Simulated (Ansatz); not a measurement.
Amorphous Al30O48H6, 84 atoms at 2.95 g/cm³, one PBE-relaxed geometry, zone centre. Methods: PBE, scalar-relativistic without spin-orbit coupling (Ansatz, a first-principles code); r2SCAN, scalar-relativistic without spin-orbit coupling (Ansatz). Plane waves to 420 eV (r2SCAN 500 eV). At PBE the levels at the filled edge of the gap are localised (band-tail or defect states), and the nearest spread-out levels lie 3.8 eV apart at the zone centre. All rungs ran without spin polarisation.

It comes from a melt-quench run on a machine-learned potential (CHGNet), relaxed afterwards by DFT. O atoms were pushed apart under 1.9 Å during the dynamics, to hinder bonds among them. The hot cell started wider than the set density and was brought back towards it in steps. It is the lowest in DFT energy of 2 quenches. It is a model cell: composition and starting density were chosen by hand, and all elements were melted together. No dispersion term was used. Its density started from a set value of 3.08 and ended at 2.95 g/cm³. The simulated quench (nominally 180 K/ps over its main leg) is rapid and tends to freeze in more defects than a deposited or slowly cooled glass has. One small periodic cell is one sample of the glass; other quenches scatter about these values. Volume and shape were free in the relaxation.

The relaxation ran on the zone centre alone. At PBE the level gap is 3.13 eV on a 2×2×2 Γ-centred mesh, and the spacing at the zone centre alone 3.14 eV.

Task: What zone-centre spacing does r2SCAN give, roughly?

Result: 3.74 eV (+0.60 eV against PBE).

The highest filled and the lowest empty state spread over these numbers of atoms (participation numbers): PBE: 3.4 and 62.6; r2SCAN: 3.3 and 62.1.
